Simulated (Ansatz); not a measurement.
Ansatz (an electronic-structure program) run on ZrSi2 (Cmcm, 6 atoms in the cell): self-consistent single point.

Method of the run: LDA (PW92), default PAW files made with PBE (plane waves; Ansatz).

```
ZrSi2
1.0
    1.82885    -7.38352     0.00000
    1.82885     7.38352     0.00000
    0.00000     0.00000     3.64754
Zr Si
2 4
Cartesian
  1.82885  -5.81954   2.73565
  1.82885   5.81954   0.91188
  1.82885   0.75991   0.91188
  1.82885  -0.75991   2.73565
  1.82885   3.68807   2.73565
  1.82885  -3.68807   0.91188
```

Reference input (self-consistent single point, DFT, LDA (PW92), plane waves, default PAW files made with PBE): kpoints.mp_grid.grid = 8 8 7; hamiltonian.xc = lda; hamiltonian.pseudopotentials = {kind: paw} (the program's default PAW files); scf.occupations.method = methfessel_paxton; scf.occupations.width = 0.136 eV. This run's input differs from it in these lines:

Ansatz 0.2 input:
```diff
@@ -14,3 +14,3 @@
 kpoints:
-  mp_grid: { grid: [8, 8, 7] }
+  mp_grid: { grid: [6, 6, 6] }
 hamiltonian:
```

Output (repeated stretches shortened):

```
SCF iter   1: F=—  HF=-10594.041418 eV  |F-HF|=—  |Δ(HF+E_count)|=         —  Δρ=5.53e-3  dr2=2.44e-2  ethr=1.77e-3  ⟨swp⟩=6.0  Hψ=6734  notcnv=0
all-band conjugate gradients solve this SCF's bands
preconditioner: auto → Kerker (q_TF=auto, 2.348 Å⁻¹)
SCF iter   2: F=—  HF=-10594.037303 eV  |F-HF|=—  |Δ(HF+E_count)|=   4.11e-3  S|Δr|=    0.00e0  Δρ=3.01e-3  dr2=7.31e-3  ethr=6.09e-5  ⟨swp⟩=1.1  Hψ=1850  notcnv=0
SCF iter   3: F=—  HF=-10594.035675 eV  |F-HF|=—  |Δ(HF+E_count)|=   1.63e-3  S|Δr|=    0.00e0  Δρ=4.68e-4  dr2=3.34e-4  ethr=1.83e-5  ⟨swp⟩=2.7  Hψ=2210  notcnv=0
SCF iter   4: F=—  HF=-10594.035577 eV  |F-HF|=—  |Δ(HF+E_count)|=   9.73e-5  S|Δr|=    0.00e0  Δρ=9.62e-5  dr2=1.20e-5  ethr=8.35e-7  ⟨swp⟩=2.1  Hψ=1820  notcnv=0
SCF iter   5: F=—  HF=-10594.035578 eV  |F-HF|=—  |Δ(HF+E_count)|=   5.11e-7  S|Δr|=    0.00e0  Δρ=1.81e-5  dr2=5.84e-7  ethr=2.99e-8  ⟨swp⟩=2.4  Hψ=2198  notcnv=0
SCF iter   6: F=-10594.035578 eV  HF=-10594.035578 eV  |F-HF|=1.03e-8  |Δ(HF+E_count)|=   8.01e-8  S|Δr|=    0.00e0  Δρ=3.31e-6  dr2=1.63e-8  ethr=2.50e-10  ⟨swp⟩=8.0  Hψ=5832  notcnv=0
SCF 1 converged in 6 iterations: F = -10594.035578 eV  dr2 = 1.63e-8
Stability not checked (fill_not_monotonic)
Free energy (F): -10594.035578 eV
Internal energy: -10594.033923 eV  (E = F + TS)
E sigma→0 (E₀):  -10594.035164 eV
Entropy (-TS):   -0.001655 eV (-0.276 meV/atom)
Fermi energy:    12.707431 eV
--- Forces (eV/Å), atoms counted from 1 ---
  atom   1  Zr     0.00000000    -0.10305522     0.00000000
  atom   2  Zr     0.00000000     0.10305522     0.00000000
  atom   3  Si     0.00000000     0.22889611     0.00000000
  atom   4  Si     0.00000000    -0.22889611     0.00000000
  atom   5  Si     0.00000000     0.03324517     0.00000000
  atom   6  Si     0.00000000    -0.03324517     0.00000000
--- Stress (GPa, compression-positive) ---
       -1.968778       0.000000       0.000000
        0.000000      -3.367082       0.000000
        0.000000       0.000000      -2.574325
  P = ⅓ Tr σ = -2.6367 GPa (-26.367 kbar)
  The stress holds the Pulay correction. Without it, at fixed plane waves, as pw.x and ABINIT print it: P = -2.6802 GPa
```

The run converged in 6 iterations. Against the reference run the free energy goes up by 1.8 meV/atom, the pressure goes from -2.75 to -2.64 GPa and the largest force goes from 0.212 to 0.229 eV/Å.

The starting cell comes from a database of computed structures (which also holds hypothetical and non-ambient phases and stackings), without a prior relaxation at this level. Its lattice was rescaled by a random factor within 2.5 % of one. Ansatz's pressure includes its estimate of the finite-basis (Pulay) stress.
